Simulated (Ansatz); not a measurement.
## In3Ru, pressure series

Base system: In₃Ru (space group P4_2/mnm, No. 136; a = 6.9833 Å, c = 7.2336 Å; a cell from a computed database, its experimental status unchecked).

Cell and atoms are relaxed at each pressure.

Method: PBEsol, PAW, 420 eV (Ansatz, a first-principles code; no spin-orbit coupling).

Notes on the quantities. band gap: uncertain: the edges found look like a band crossing or inverted bands; the base alone.

```json
[
 {"case": "base", "band gap": "0.23 eV", "volume per atom": "22.05 Å³"},
 {"case": "pressure −2 GPa", "band gap": "0.26 eV", "volume per atom": "22.54 Å³"},
 {"case": "pressure −1 GPa", "band gap": "0.24 eV", "volume per atom": "22.29 Å³"},
 {"case": "pressure 7.5 GPa", "band gap": "zero", "volume per atom": "[?]"},
 {"case": "pressure 10 GPa", "band gap": "zero", "volume per atom": "20.24 Å³"}
]
```

Task: Fill in the withheld entries from the trend.

Result: 
- pressure 7.5 GPa, volume per atom: 20.62 Å³

Load acts through the strain it causes; cell and atoms are relaxed under it. No phonon test of stability was made. Competing high-pressure phases were not computed. All final runs are without spin polarisation. Gaps under 0.05 eV, about the width of the smearing, are given as zero.
